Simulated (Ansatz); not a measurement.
**Response to strain in MgS**

Consider MgS in the rock salt structure (space group Fm-3m, No. 225).

```yaml
crystal:
  lattice:
    - [0.00000, 2.60152, 2.60152]
    - [2.60152, 0.00000, 2.60152]
    - [2.60152, 2.60152, 0.00000]
  atoms:
    - { symbol: Mg, position: [0.00000, 0.00000, 0.00000] }
    - { symbol: S, position: [0.50000, 0.50000, 0.50000] }
```

Cartesian axes are those of the cell as printed.

Strains are applied to the cell and any free atomic positions relax.

All numbers come from r2SCAN (Ansatz, a program for electronic structure, PAW, spin-orbit coupling left out).

Candidates:
(a) uniaxial strain ε_zz = −2.50 %
(b) uniaxial strain ε_zz = −1.00 %
(c) uniaxial strain ε_zz = −1.50 %
(d) uniaxial strain ε_zz = −2.00 %
(e) uniaxial strain ε_zz = −0.50 %

Base values:

The smallest direct gap is 4.64 eV.

Problem. Order them by smallest direct gap, highest first.

Solution. (a) uniaxial strain ε_zz = −2.50 % (4.82 eV), (d) uniaxial strain ε_zz = −2.00 % (4.78 eV), (c) uniaxial strain ε_zz = −1.50 % (4.75 eV), (b) uniaxial strain ε_zz = −1.00 % (4.71 eV), (e) uniaxial strain ε_zz = −0.50 % (4.68 eV)

Whether these cells are dynamically stable was not tested.
